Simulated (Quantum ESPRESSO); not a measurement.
Quantum ESPRESSO run on In (I4/mmm, 1 atom in the cell): self-consistent single point.

Method: vdW-DF-cx, SSSP 1.1.2 efficiency (PBE) pseudopotentials (plane waves; Quantum ESPRESSO).

```yaml
crystal:
  lattice:
    - [-1.64783, 1.64783, 2.52057]
    - [1.64783, -1.64783, 2.52057]
    - [1.64783, 1.64783, -2.52057]
  atoms:
    - { symbol: In, position: [0.00000, 0.00000, 0.00000] }
```

Reference input (self-consistent single point, DFT, PBE, plane waves, SSSP 1.1.2 efficiency (PBE) pseudopotentials): ecutwfc = 55 Ry; ecutrho = 440 Ry; occupations = smearing; smearing = fd; degauss = 0.0073499 Ry; potentials = {In: In.pbe-dn-rrkjus_psl.0.2.2.UPF}; K_POINTS = automatic 14 14 14 0 0 0; conv_thr = 1e-10 Ry; mixing_beta = 0.4. This run's input differs from it in these lines:

```diff
@@ -17,2 +17,3 @@
    degauss = 0.0073499,
+   input_dft = 'vdw-df-cx',
 /
```

The program printed (abridged):

```
     Self-consistent Calculation

     iteration #  1     ecut=    55.00 Ry     beta= 0.40

     Threshold (ethr) on eigenvalues was too large:
     Diagonalizing with lowered threshold

     c_bands:  1 eigenvalues not converged

     total energy              =    -144.55910298 Ry
     estimated scf accuracy    <       0.00946291 Ry

     iteration #  2     ecut=    55.00 Ry     beta= 0.40

     total energy              =    -144.55960910 Ry
     estimated scf accuracy    <       0.00099862 Ry

     iteration #  3     ecut=    55.00 Ry     beta= 0.40
     c_bands:  1 eigenvalues not converged
     c_bands:  1 eigenvalues not converged

     total energy              =    -144.56000521 Ry
     estimated scf accuracy    <       0.00010730 Ry

   [... 5 blocks of this kind left out ...]

     iteration #  9     ecut=    55.00 Ry     beta= 0.40

     total energy              =    -144.56002627 Ry
     estimated scf accuracy    <          2.3E-09 Ry

     iteration # 10     ecut=    55.00 Ry     beta= 0.40
     End of self-consistent calculation

     Number of k-points >= 100: set verbosity='high' to print the bands.

     the Fermi energy is     9.3043 ev

!    total energy              =    -144.56002628 Ry
     estimated scf accuracy    <          1.2E-11 Ry
     smearing contrib. (-TS)   =      -0.00105850 Ry
     internal energy E=F+TS    =    -144.55896777 Ry

     convergence has been achieved in  10 iterations

     Forces acting on atoms (cartesian axes, Ry/au):

     atom    1 type  1   force =     0.00000000    0.00000000    0.00000000

     Total force =     0.000000     Total SCF correction =     0.000000

          total   stress  (Ry/bohr**3)                   (kbar)     P=      -22.06
  -0.00015021   0.00000000  -0.00000000          -22.10        0.00       -0.00
   0.00000000  -0.00015021   0.00000000            0.00      -22.10        0.00
   0.00000000   0.00000000  -0.00014949            0.00        0.00      -21.99

   JOB DONE.
```

The run converged in 10 iterations. Against the reference run the pressure goes from 0.06 to -2.21 GPa. The full log also holds: “c_bands:  1 eigenvalues not converged”.

The starting cell comes from a database of computed structures (which also holds hypothetical and non-ambient phases and stackings), without a prior relaxation at this level. Its lattice was rescaled by a random factor within 2.5 % of one.

Cost on one core of a shared machine: roughly 3 min.
